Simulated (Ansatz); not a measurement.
Spacing of the highest filled and lowest empty level at the zone centre in eight small model glasses of hand-chosen composition and density, fast-quenched (anions pushed apart in CHGNet runs), each at its PBE geometry, by PBE and by HSE06 (Ansatz, a program for electronic structure, plane waves, PAW). The cells are the first eight to finish that balance their formal charges, show no moments and no lower geometry on charging where those were tested, and have a gap at both levels; defect levels can set the spacings, and exact exchange is cut at the cells' faces.

```tsv
cell	quench by	pressure (GPa)	levels at the gap	PBE (eV)	experiment, tabulated (eV)
Ga24O37Be	CHGNet	-0.5	localised at the filled edge	1.82	-
Ti20O41Mg	CHGNet	1.6	localised at the filled edge	2.48	-
Si30N42Mg3	CHGNet	1.8	spread	2.88	-
Al28O44Si	CHGNet	0.0	localised at the filled edge	3.50	-
Si24O51In2	CHGNet	0.0	localised at the filled edge	3.76	-
In9Ga9Zn9O41Ta2	CHGNet	0.8	localised at the filled edge	1.16	-
Zr20O41Be	CHGNet	-1.2	localised at the filled edge	3.52	-
Ga24O39Y2	CHGNet	0.6	localised at the filled edge	1.64	-
```

Question: What does HSE06 give, and how does it move these values against PBE?

Answer: Ga24O37Be 3.52, Ti20O41Mg 3.96, Si30N42Mg3 4.21, Al28O44Si 5.22, Si24O51In2 5.52, In9Ga9Zn9O41Ta2 2.77, Zr20O41Be 5.04, Ga24O39Y2 3.28 eV. It raises them by +1.34 to +1.76 eV, +1.60 eV on average. A straight line through the eight gives HSE06 = 1.01 × PBE +1.58 eV, with a scatter of 0.13 eV.
